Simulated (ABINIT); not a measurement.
A self-consistent single point of BeS (F-43m, 2 atoms in the cell) with ABINIT.

Computed with PBE, norm-conserving pseudopotentials (PseudoDojo nc-sr-05 PBE standard) (plane waves; ABINIT 10.0.3).

```
BeS
1.0
    0.00000     2.43500     2.43500
    2.43500     0.00000     2.43500
    2.43500     2.43500     0.00000
Be S
1 1
Direct
  0.00000   0.00000   0.00000
  0.25000   0.25000   0.25000
```

Reference input (self-consistent single point, DFT, PBE, plane waves, norm-conserving pseudopotentials (PseudoDojo nc-sr-05 PBE standard)): pseudos = [Be.upf, S.upf]; ecut = 44 Ha; ixc = 11; occopt = 3; tsmear = 0.02 eV; ngkpt = 12 12 12; nshiftk = 1; shiftk = 0 0 0; potentials = PseudoDojo nc-sr-05 PBE standard; nband = 10; kptopt = 1; nstep = 80. This run's input differs from it in these lines:

```diff
@@ -22,3 +22,3 @@
 kptopt 1
-ngkpt 12 12 12
+ngkpt 4 4 4
 nshiftk 1
```

Output, abridged:

```
--- !BeginCycle
solver: {iscf: 7, nstep: 80, nline: 4, wfoptalg: 0, }
tolerances: {tolvrs: 1.00E-11, }
...

     iter   Etot(hartree)      deltaE(h)  residm     vres2
 ETOT  1  -25.019876610889    -2.502E+01 7.639E-02 2.342E+01
 ETOT  2  -25.035145598529    -1.527E-02 3.341E-04 1.430E+00
 ETOT  3  -25.035273172960    -1.276E-04 1.621E-04 8.684E-02
 ETOT  4  -25.035280307925    -7.135E-06 9.110E-05 1.311E-03
 ETOT  5  -25.035280348931    -4.101E-08 1.505E-04 8.001E-05
 ETOT  6  -25.035280352811    -3.881E-09 9.279E-05 2.205E-06
 ETOT  7  -25.035280352938    -1.268E-10 1.531E-04 1.184E-08
 ETOT  8  -25.035280352938    -1.670E-13 9.272E-05 1.049E-10
 ETOT  9  -25.035280352939    -5.222E-13 1.393E-04 6.420E-12
 At SCF step    9       vres2   =  6.42E-12 < tolvrs=  1.00E-11 =>converged.

 Cartesian components of stress tensor (hartree/bohr^3)
  sigma(1 1)= -3.48438913E-05  sigma(3 2)=  0.00000000E+00
  sigma(2 2)= -3.48438913E-05  sigma(3 1)=  0.00000000E+00
  sigma(3 3)= -3.48438913E-05  sigma(2 1)=  0.00000000E+00

 ----iterations are completed or convergence reached----

 reduced coordinates (array xred) for    2 atoms
       0.000000000000      0.000000000000      0.000000000000
       0.250000000000      0.250000000000      0.250000000000
 cartesian forces (eV/Angstrom) at end:
    1     -0.00000000000000    -0.00000000000000    -0.00000000000000
    2     -0.00000000000000    -0.00000000000000    -0.00000000000000
 frms,max,avg= 0.0000000E+00 0.0000000E+00   0.000E+00  0.000E+00  0.000E+00 e/A
   [... lines left out ...]
 Fermi (or HOMO) energy (hartree) =   0.19346   Average Vxc (hartree)=  -0.36351
   [... lines left out ...]
total_energy        : -2.50352803529386E+01
total_energy_eV     : -6.81244623726527E+02
band_energy         : -7.41223434228703E+00
...

-Cartesian components of stress tensor (GPa)         [Pressure=  1.0251E+00 GPa]
- sigma(1 1)= -1.02514250E+00  sigma(3 2)=  0.00000000E+00
- sigma(2 2)= -1.02514250E+00  sigma(3 1)=  0.00000000E+00
- sigma(3 3)= -1.02514250E+00  sigma(2 1)=  0.00000000E+00

 Calculation completed.
```

The run converged in 9 iterations. Against the reference run the free energy rises by 24.6 meV/atom, the pressure goes from 0.50 to 1.03 GPa and the gap on the mesh goes from 3.141 to 3.128 eV.

The starting cell has typed, rounded lattice constants, without a prior relaxation at this level.
